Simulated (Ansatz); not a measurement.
Effect of tensor shear ε_xy = +1.43 % on Pb

Base system: Pb in the fcc (Cu type) structure (space group Fm-3m, No. 225; a = 4.934 Å; relaxed with 0.1 eV smearing). Axes: x, y, z lie along the cube axes.

Modification: tensor shear ε_xy = +1.43 % (engineering shear γ = 0.0286); the atoms relax in the strained cell.

All numbers come from Kohn–Sham DFT with the PBEsol functional, run in Ansatz (an electronic-structure program) with PAW and 420 eV plane waves, no spin-orbit coupling. k-mesh 23×23×23 (Γ-centred); smearing 0.1 eV (Fermi–Dirac).

* **Volume per atom**: 30.03 Å³ (base 30.03 Å³)
* **Space group**: Immm (No. 71) (base Fm-3m (No. 225))
* **Shortest interatomic distance**: 6.499 bohr (base 6.593 bohr)
* **Energy relative to the base (free energy F)**: +1.5 meV/atom
* **Pressure (mean of the normal stresses, compression positive)**: 0.0 GPa (base 0.0 GPa)
* **Band gap**: zero (base zero)
* **Stress (xx, yy, zz, yz, xz, xy; compression positive)**: (0.0, 0.0, 0.0, 0.0, 0.0, -0.6) GPa

Cost of the whole job for the changed cell (relaxation, final SCF and bands): very roughly 40 core-seconds.

No phonon test of stability was made.
